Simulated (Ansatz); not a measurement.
**What pressure −1 GPa does to NbN**

The reference is NbN (space group P6_3/mmc, No. 194; a = 2.963 Å, c = 11.155 Å).

Now apply this change: a negative pressure, −1 GPa.

Method: Ansatz (a quantum-chemistry and plane-wave program), PBEsol, PAW, cutoff 420 eV, spin-orbit coupling left out. k-mesh 18×18×5 (Γ-centred); smearing 0.05 eV (Fermi–Dirac).

The volume per atom grows by 0.033 Å³ to 10.64 Å³ and the density falls by 0.03 g/cm³ (8.37 g/cm³ → 8.34 g/cm³). The c/a ratio drops by 0.0037 (3.764 → 3.761) and the shortest interatomic distance is nearly the same (218.5 pm against 218.7 pm). The band gap remains zero.

Cost of the whole job for the changed cell (relaxation, final SCF and bands): about 100 core-seconds (a rough figure).

Load acts through the strain it causes; cell and atoms are relaxed under it. Stability against distortions was not tested. The final runs are not spin-polarised.
